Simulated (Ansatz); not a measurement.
## Ansatz run on Be3Ir (I4/mmm, 4 atoms in the cell): self-consistent single point

Method of the run: LDA (PW92), default PAW files made with PBE (plane waves; Ansatz, a program for electronic structure).

This input was run:

Ansatz 0.2 input:
```yaml
crystal:
  lattice:
    - [-1.623452, 1.623452, 3.607442]
    - [1.623452, -1.623452, 3.607442]
    - [1.623452, 1.623452, -3.607442]
  atoms:
    - { symbol: Be, position: [0.750000, 0.250000, 0.500000] }
    - { symbol: Be, position: [0.250000, 0.750000, 0.500000] }
    - { symbol: Be, position: [0.500000, 0.500000, 0.000000] }
    - { symbol: Ir, position: [0.000000, 0.000000, 0.000000] }
basis:
  ecutwfc: 30.9 Ry
kpoints:
  mp_grid: { grid: [14, 14, 14] }
hamiltonian:
  xc: lda
  pseudopotentials: { kind: paw }
scf:
  occupations: { method: fermi_dirac, width: 0.0073 Ry }
output:
  forces: true
  eigenvalues: true
  stress: true
```

Log, with long lists cut:

```
WARN ansatz: RAYON_NUM_THREADS=1 ignored (pool sized by the plan → 1); use --threads N
Pseudopotentials: kind: paw
Pseudopotential: Be, paw, valence charge 2
Pseudopotential: Ir, paw, valence charge 17
Crystal: 4 atoms, lattice volume = 38.031 Å³
Basis set: ecut = 420.4159175005146 eV, 753 PW (Γ)
Bands: 16, of which v1, the nominal top of the filled ones, is band 12 counted from 1 (11 counted from 0)
Symmetry: 16 space group operations
Space group: I4/mmm (ITA 139), of the structure as read, at distance tolerance 3.4e-5 Å
k-points: 244 of 2744
PAW frozen core: Be, regenerated for the run's functional, and the local potential with it
PAW frozen core: Ir, regenerated for the run's functional, and the local potential with it
Initial density: superposition of atomic densities (neutral atoms: chi_scale 0, normalization atom), corrected by the library's trained network
Initial wavefunctions: pseudopotential atomic-orbital guess
Eigensolver: davidson
Functional: x = slater, c = lda
SCF iter   1: F=—  HF=-11929.895201 eV  |F-HF|=—  |Δ(HF+E_count)|=         —  Δρ=5.30e-3  dr2=9.92e-3  ethr=1.77e-3  ⟨swp⟩=5.1  Hψ=19867  notcnv=0
all-band conjugate gradients solve this SCF's bands
preconditioner: auto → Kerker (q_TF=auto, 2.509 Å⁻¹)
SCF iter   2: F=—  HF=-11929.893397 eV  |F-HF|=—  |Δ(HF+E_count)|=   1.80e-3  Δρ=3.29e-3  dr2=4.11e-3  ethr=4.31e-5  ⟨swp⟩=1.0  Hψ=5856  notcnv=0
SCF iter   3: F=—  HF=-11929.892035 eV  |F-HF|=—  |Δ(HF+E_count)|=   1.36e-3  Δρ=4.81e-4  dr2=1.08e-4  ethr=1.79e-5  ⟨swp⟩=2.1  Hψ=5435  notcnv=0
SCF iter   4: F=—  HF=-11929.892016 eV  |F-HF|=—  |Δ(HF+E_count)|=   1.93e-5  Δρ=1.78e-4  dr2=4.50e-6  ethr=4.69e-7  ⟨swp⟩=2.4  Hψ=5448  notcnv=0
SCF iter   5: F=—  HF=-11929.892010 eV  |F-HF|=—  |Δ(HF+E_count)|=   6.00e-6  Δρ=4.01e-5  dr2=7.64e-7  ethr=1.96e-8  ⟨swp⟩=2.4  Hψ=6790  notcnv=0
SCF iter   6: F=-11929.892010 eV  HF=-11929.892010 eV  |F-HF|=4.95e-9  |Δ(HF+E_count)|=   1.48e-7  Δρ=7.29e-6  dr2=1.57e-8  ethr=4.35e-10  ⟨swp⟩=2.8  Hψ=13753  notcnv=0
SCF 1 converged in 6 iterations: F = -11929.892010 eV  dr2 = 1.57e-8
SCF converged after 6 iterations
Free energy (F): -11929.892010 eV
Harris-Foulkes:  -11929.892010 eV  (|F-HF|=4.95e-9)
Internal energy: -11929.853738 eV  (E = F + TS)
E sigma→0 (E₀):  -11929.872874 eV
Entropy (-TS):   -0.038272 eV (-9.568 meV/atom)
Fermi energy:    14.011443 eV
--- Per-component energies (eV) ---
  E_band       = -220.233062
  E_kinetic    = 687.794235
  E_local      = -1909.214523  (includes V_loc(G=0)·N_el)
  E_nonlocal   = 94.137874
  E_hartree    = 757.383460
  E_xc         = -326.659906
  E_vxc        = -364.237957  (∫ρ·V_xc dr)
  E_paw        = -9118.990248  (= ΣΔE_a)
  E_vpaw       = -243.482098  (= ΣTr[D̂ρ^β])
  E_aug_tail   = 0.000047  (compensation charges beyond the density's cutoff)
  E_ewald      = -2114.807140
  E_core_change = 0.502464  (= ΣΔE_core)
  E_smearing   = -0.038272  (= −TS)
  E_closure    = -0.000000  (closes the sum)
  Σ components = -11929.892010   (vs F -11929.892010, Δ=0.00e0)
--- Forces (eV/Å), atoms counted from 1 ---
  atom   1  Be     0.00000000    -0.00000000     0.00000000
   [... zero for the other atoms too ...]
  max |Σ_I F_I| component: 5.55e-17 eV/Å
--- Stress (GPa, compression-positive) ---
       -4.203503       0.000000       0.000000
        0.000000      -4.203503       0.000000
        0.000000      -0.000000      -4.889915
  P = ⅓ Tr σ = -4.4323 GPa (-44.323 kbar)
  The stress holds the Pulay correction. Without it, at fixed plane waves, as pw.x and ABINIT print it: P = -4.4628 GPa
--- Band table (eV; the first three rows and the last of 244) ---
  k-point 0: bands = ["-78.2190", "-35.0632", "-35.0632", "-35.0487", "3.2741", "9.0057", "9.4530", "10.2803", "10.2803", "11.8507", "11.9602", "17.3670", "17.3670", "19.4803", "19.4803", "20.1500"]
  k-point 1: bands = ["-78.2188", "-35.0661", "-35.0660", "-35.0482", "3.4163", "9.0510", "9.5142", "9.9391", "10.1963", "11.6351", "12.3766", "17.3389", "17.5763", "18.0293", "19.4933", "21.1622"]
  k-point 2: bands = ["-78.2184", "-35.0743", "-35.0738", "-35.0469", "3.8364", "9.1961", "9.4484", "9.6808", "9.9717", "10.9099", "13.3486", "16.5531", "17.1490", "17.9590", "19.5517", "21.1979"]
  k-point 243: bands = ["-78.2189", "-35.0640", "-35.0640", "-35.0520", "5.0948", "6.6280", "9.1283", "11.1402", "11.7105", "11.7105", "12.0294", "13.8183", "13.8183", "21.3240", "21.4213", "21.7047"]
```

The run converged in 6 iterations.

The starting cell comes from a database of computed structures (which also holds hypothetical and non-ambient phases and stackings), without a prior relaxation at this level. Its lattice was rescaled by up to half a per cent. Spin-orbit coupling is off. Spin polarisation is off. With a pressure of about -4 GPa the cell is away from its equilibrium volume at this level. Ansatz's pressure includes its estimate of the finite-basis (Pulay) stress.
